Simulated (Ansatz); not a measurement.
Ansatz (a quantum-chemistry and plane-wave program) run on La (P3m1, 4 atoms in the cell): self-consistent single point.

Method: PBEsol, default PAW files made with PBE (plane waves; Ansatz).

```xyz
4
Lattice="1.8756 -3.2486 0.0000 1.8756 3.2486 0.0000 0.0000 0.0000 12.0992" Properties=species:S:1:pos:R:3 pbc="T T T"
La     0.0000     0.0000     6.0996
La     0.0000     0.0000     0.0000
La     1.8756     1.0829     3.0248
La     1.8756    -1.0829     9.0744
```

Reference input (self-consistent single point, DFT, PBEsol, plane waves, default PAW files made with PBE): basis.ecutwfc = 30.9 Ry; kpoints.mp_grid.grid = 10 10 3; hamiltonian.xc = pbesol; hamiltonian.pseudopotentials = {kind: paw} (the program's default PAW files); scf.occupations.method = fermi_dirac; scf.occupations.width = 0.0073 Ry. This run's input differs from it in these lines:

Ansatz 0.2 input:
```diff
@@ -15,3 +15,3 @@
   mp_grid:
-    grid: [10, 10, 3]
+    grid: [16, 16, 5]
 hamiltonian:
@@ -23,3 +23,3 @@
     method: fermi_dirac
-    width: 0.0073 Ry
+    width: 0.0007 Ry
 output:
```

Output (repeated stretches shortened):

```
SCF iter   1: F=—  HF=-24645.031060 eV  |F-HF|=—  |Δ(HF+E_count)|=         —  Δρ=3.75e-3  dr2=2.50e-2  ethr=1.77e-3  ⟨swp⟩=8.6  Hψ=19669  notcnv=0
all-band conjugate gradients solve this SCF's bands
preconditioner: auto → Kerker (q_TF=auto, 2.230 Å⁻¹)
SCF iter   2: F=—  HF=-24645.028111 eV  |F-HF|=—  |Δ(HF+E_count)|=   2.95e-3  Δρ=2.32e-3  dr2=9.08e-3  ethr=5.69e-5  ⟨swp⟩=3.1  Hψ=8169  notcnv=0  defer=50
   [... lines left out ...]
SCF iter   4: F=—  HF=-24645.027459 eV  |F-HF|=—  |Δ(HF+E_count)|=   7.61e-5  Δρ=1.57e-4  dr2=5.83e-5  ethr=1.92e-6  ⟨swp⟩=2.8  Hψ=4453  notcnv=0  defer=51
SCF iter   5: F=—  HF=-24645.027493 eV  |F-HF|=—  |Δ(HF+E_count)|=   3.39e-5  Δρ=3.49e-5  dr2=2.55e-6  ethr=1.32e-7  ⟨swp⟩=2.0  Hψ=4312  notcnv=0  defer=49
SCF iter   6: F=—  HF=-24645.027493 eV  |F-HF|=—  |Δ(HF+E_count)|=   8.28e-8  Δρ=1.02e-5  dr2=4.31e-7  ethr=5.79e-9  ⟨swp⟩=2.0  Hψ=5664  notcnv=0  defer=49
SCF iter   7: F=-24645.027493 eV  HF=-24645.027493 eV  |F-HF|=3.61e-8  |Δ(HF+E_count)|=   3.93e-8  Δρ=3.21e-6  dr2=4.70e-8  ethr=2.27e-10  ⟨swp⟩=9.4  Hψ=17045  notcnv=0
SCF 1 converged in 7 iterations: F = -24645.027493 eV  dr2 = 4.70e-8
Free energy (F): -24645.027493 eV
Internal energy: -24645.024835 eV  (E = F + TS)
E sigma→0 (E₀):  -24645.026164 eV
Entropy (-TS):   -0.002659 eV (-0.665 meV/atom)
Fermi energy:    11.018258 eV
--- Forces (eV/Å), atoms counted from 1 ---
  atom   1  La    -0.00000000    -0.00000000    -0.08055844
  atom   2  La     0.00000000     0.00000000     0.03342433
  atom   3  La    -0.00000000     0.00000000     0.02051972
  atom   4  La    -0.00000000     0.00000000     0.02662484
--- Stress (GPa, compression-positive) ---
       -2.005438       0.000000      -0.000000
        0.000000      -2.005438       0.000000
       -0.000000       0.000000      -2.101772
  P = ⅓ Tr σ = -2.0375 GPa (-20.375 kbar)
  The stress holds the Pulay correction. Without it, at fixed plane waves, as pw.x and ABINIT print it: P = -2.0399 GPa
```

The run converged in 7 iterations. Against the reference run the free energy goes up by 27.1 meV/atom, the pressure goes from -1.82 to -2.04 GPa and the largest force goes from 0.085 to 0.081 eV/Å.

The starting cell has typed, rounded lattice constants, without a prior relaxation at this level. Its lattice was rescaled by up to half a per cent. One atom was moved a little off its site on purpose. Ansatz's pressure includes its estimate of the finite-basis (Pulay) stress.

Cost on one core of a shared machine: roughly 50 s.
